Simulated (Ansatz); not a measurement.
Amorphous cells of 8 compositions: the gap between the highest filled and lowest empty level at the zone centre, by PBE and by a single point of r2SCAN on the same geometry (PBE, scalar-relativistic without spin-orbit coupling (plane waves to 420 eV, PAW; Ansatz, a first-principles code); r2SCAN at 500 eV). The networks come from melt-quench runs on the CHGNet potential at compositions and starting densities chosen by hand, with anions pushed apart in the CHGNet dynamics, and DFT then relaxed them. The cells are small and were quenched far faster than real films, so single cells scatter. Defect or tail levels can set these gaps. The rows are the first to finish with both values and no moments.

| cell | PBE gap x (eV) | r2SCAN gap y (eV) |
|---|---|---|
| A (Zr20O41Cu2, 5.36 g/cm3) | 2.34 | 2.55 |
| B (Ti20O45P2, 3.45 g/cm3) | 2.58 | withheld |
| C (Ti20O43W, 3.57 g/cm3) | 2.60 | 2.94 |
| D (Ti20O45Nb2, 3.72 g/cm3) | 2.64 | 2.99 |
| E (Ti20O43Y2, 3.74 g/cm3) | 2.73 | 3.08 |
| F (Zr20O41Li2, 5.35 g/cm3) | 3.22 | 3.66 |
| G (Zr20O41K2, 5.24 g/cm3) | 3.42 | 3.84 |
| H (Zr20O41Ba, 5.35 g/cm3) | 3.63 | 4.09 |

Task: Fit a straight line through the 7 full rows and predict the withheld value for B (Ti20O45P2, 3.45 g/cm3).

Result: Means: x = 2.940, y = 3.307. Slope = Σ(Δx Δy) / Σ(Δx²) = 1.617 / 1.395 = 1.16; the r.m.s. residual is 0.032. Prediction: 3.307 + 1.16 × (2.58 − 2.940) = 2.89. The run gave 2.89, 0.00 above the line.
